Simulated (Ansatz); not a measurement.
The reference is SnTe in the rock salt structure (space group Fm-3m, No. 225; a = 6.370 Å).

Method: Kohn–Sham DFT with the r2SCAN functional, run in Ansatz (a first-principles code) with PAW and 500 eV plane waves, no spin-orbit coupling.

Before the change:

| Quantity | Result |
|---|---|
| Pressure | 0.0 kbar |

Now apply this change: an isotropic linear strain of −2.50 %; the atoms relax in the strained cell.

Task: How does this affect the pressure and energy relative to the base?

Result: The pressure goes from zero to 39.4 kbar; the energy grows by 27 meV/atom.

Stability against distortions was not tested.
